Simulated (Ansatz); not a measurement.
# CuI: pressure 4.5 GPa

The parent structure is CuI in the zinc blende structure (space group F-43m, No. 216; a = 6.079 Å).

Perturbation: a hydrostatic pressure of 4.5 GPa.

All numbers come from PBE, PAW, 420 eV (Ansatz, a program for electronic structure; no spin-orbit coupling). k-mesh 9×9×9 (Γ-centred); smearing 0.05 eV (Fermi–Dirac).

```csv
quantity,base,changed,shift
volume per atom,28.09 Å³,25.63 Å³,-2.451 Å³
density,5.63 g/cm³,6.17 g/cm³,+0.54 g/cm³
lattice parameter a,6.079 Å,5.897 Å,-0.182 Å
shortest interatomic distance,2.632 Å,2.554 Å,-0.0789 Å
enthalpy H = E + PV relative to the base's energy,–,+0.75 eV/atom,–
band gap,1.10 eV,1.36 eV,+0.255 eV
gap character,direct at Γ,direct at Γ,–
mean gap deformation potential ΔEg/Δln V,–,-2.8 eV,–
electron mass,0.15 mₑ (at Γ),0.15 mₑ (at Γ),–
"hole mass (degenerate bands, along [100])","0.22, 0.75, 0.75 mₑ (at Γ)","0.22, 0.62, 0.62 mₑ (at Γ)",–
"valley order (the lowest conduction-band minima on the path, energy above the VBM, named in the base's zone)",Γ 1.10 eV; L along ⟨111⟩ 2.13 eV; X along ⟨100⟩ 2.73 eV,Γ 1.36 eV; L along ⟨111⟩ 2.21 eV; X along ⟨100⟩ 2.53 eV,–
```

Final structure:

```yaml
crystal:
  lattice:
    - [0.00000, 2.94856, 2.94856]
    - [2.94856, 0.00000, 2.94856]
    - [2.94856, 2.94856, 0.00000]
  atoms:
    - { symbol: Cu, position: [0.00000, 0.00000, 0.00000] }
    - { symbol: I, position: [0.25000, 0.25000, 0.25000] }
```

With I present, leaving out spin-orbit coupling can change the band edges. Load acts through the strain it causes; cell and atoms are relaxed under it. Masses are band curvatures over ±0.01 Å⁻¹ around the edge. Stability against distortions was not tested. Tetrahedral semiconductors of this kind turn to denser phases somewhere between about 1 and 50 GPa; those were not computed, so compressed cells here can lie past the real transition. The final runs are not spin-polarised.
